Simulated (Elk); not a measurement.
Worked example: self-consistent single point of Y (P6_3/mmc, 2 atoms in the cell) in Elk.

Method: Elk with PBE, spin-orbit coupling in second variation, all-electron FP-LAPW, Elk's shipped species files, APW+lo basis with extra local orbitals.

```
CELL_PARAMETERS angstrom
      3.65240     0.00000     0.00000
     -1.82620     3.16308     0.00000
      0.00000     0.00000     5.89503
ATOMIC_POSITIONS crystal
  Y  0.33333 0.66667 0.25000
  Y  0.66667 0.33333 0.75000
```
Moments meant for the start (each program seeds them in its own way; μB, in the order of the atoms Y Y): 1.0 1.0.

Reference input (self-consistent single point, DFT, PBE, all-electron FP-LAPW, Elk's shipped species files, APW+lo basis with extra local orbitals): xctype = 20; spinpol = true; rgkmax = 8; swidth = 0.00367493 Ha; ngridk = 11 11 6; reducebf = 0.5; gmaxvr = 16 1/bohr; nxlo = 2; lorbcnd = true; lmaxi = 2; nempty = 12 per atom; maxscl = 100. This run's input differs from it in these lines:

```diff
@@ -7,2 +7,5 @@
 spinpol
+  .true.
+
+spinorb
   .true.
```

Output, abridged:

```
│ Self-consistent loop started │
│ Loop number : 1 │
 total energy                :     -6773.65958299
 total moment                :  -0.3284569935E-19  0.7599199487E-19   1.042440038
│ Loop number : 2 │
 total energy                :     -6773.69292752
 total moment                :  -0.3683104987E-19  0.5286688915E-19   1.041153781
RMS change in Kohn-Sham potential (target) :    2.012753840     (  0.1000000000E-05)
Absolute change in total energy (target)   :   0.3334453512E-01 (  0.1000000000E-03)
│ Loop number : 3 │
 total energy                :     -6773.00560977
   [... lines left out ...]
 total energy                :     -6771.57060138
 total moment                :  -0.2737735562E-19  0.4820019792E-19 -0.1522399358E-02
RMS change in Kohn-Sham potential (target) :   0.1372204329E-05 (  0.1000000000E-05)
Absolute change in total energy (target)   :   0.9281768143E-05 (  0.1000000000E-03)
│ Loop number : 22 │
 total energy                :     -6771.57058414
 total moment                :  -0.3576672322E-19  0.4885137440E-19 -0.7457300792E-03
RMS change in Kohn-Sham potential (target) :   0.7939753296E-06 (  0.1000000000E-05)
Absolute change in total energy (target)   :   0.1491788680E-04 (  0.1000000000E-03)
Convergence targets achieved

│ Loop number : 23 │

Energies :
 Fermi                       :     0.224975699514
 xc effective B-field        :    -0.124205968023E-08
 external B-field            :      0.00000000000
 total energy                :     -6771.57058994
 (external B-field energy excluded from total)

Density of states at Fermi energy :    110.2168319
 (states/Hartree/unit cell)

Estimated indirect band gap :   0.1113905764E-03
 from k-point     15 to k-point     84
Estimated direct band gap   :   0.1297417316E-02
 at k-point     84

Charges :
 core                        :    56.00000000
 valence                     :    22.00000000
 interstitial                :    4.499350690
 muffin-tins (core leakage)
  species :    1 (Y)
   atom    1                 :    36.75032466     (  0.8984292549E-05)
   [... lines left out ...]
 muffin-tins
  species :    1 (Y)
   atom    1                 :  -0.1549025163E-20 -0.2021998087E-20 -0.7604755169E-04
   atom    2                 :  -0.1549025163E-20 -0.2021998087E-20 -0.7604755169E-04
 total in muffin-tins        :  -0.3098050326E-20 -0.4043996175E-20 -0.1520951034E-03
 total moment                :  -0.3726741473E-19  0.4424053635E-19 -0.4012237923E-03

│ Self-consistent loop stopped │
```

The run converged in 23 iterations. The count includes the last loop, which Elk runs after its targets are met. 

The starting cell comes from a database of computed structures (which also holds hypothetical and non-ambient phases and stackings), without a prior relaxation at this level. Its lattice was rescaled by a random factor within 2.5 % of one. The starting moments vanished: the run ended non-magnetic. Values depend on the basis (sphere radii, cutoffs, local orbitals), which need not be converged. The log's line on a gap gives a spacing of levels on this mesh, which the program prints for metals too.

Cost on one core of a shared machine: roughly 3 min.
